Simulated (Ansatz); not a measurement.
The parent structure is Ba in the bcc (W type) structure (space group Im-3m, No. 229).

```xyz
1
Lattice="-2.5344 2.5344 2.5344 2.5344 -2.5344 2.5344 2.5344 2.5344 -2.5344" Properties=species:S:1:pos:R:3 pbc="T T T"
Ba     0.0000     0.0000     0.0000
```

Computed with Ansatz (a program for electronic structure) r2SCAN, no spin-orbit coupling.

One change was made to it. Results:

```tsv
quantity	base	after
band gap	zero	zero
shortest interatomic distance	4.390 Å	4.256 Å
```

**Question.** Which of these changes matches the shifts?
(A) pressure 15 GPa
(B) pressure 2.1 GPa
(C) pressure 22.5 GPa
(D) pressure 9 GPa
(E) pressure 0.9 GPa

**Answer.** E, pressure 0.9 GPa. For comparison, the shortest interatomic distance in the other runs: pressure 9 GPa gives 3.646 Å; pressure 2.1 GPa gives 4.115 Å; pressure 15 GPa gives 3.440 Å; pressure 22.5 GPa gives 3.271 Å.

Load acts through the strain it causes; cell and atoms are relaxed under it. Whether these cells are dynamically stable was not tested. Measured, Ba leaves this structure (for hcp) near 5.5 GPa (temperature not stated; as listed in Olga Degtyareva, NATO science for peace and security series. B, Physics and biophysics (2010)).
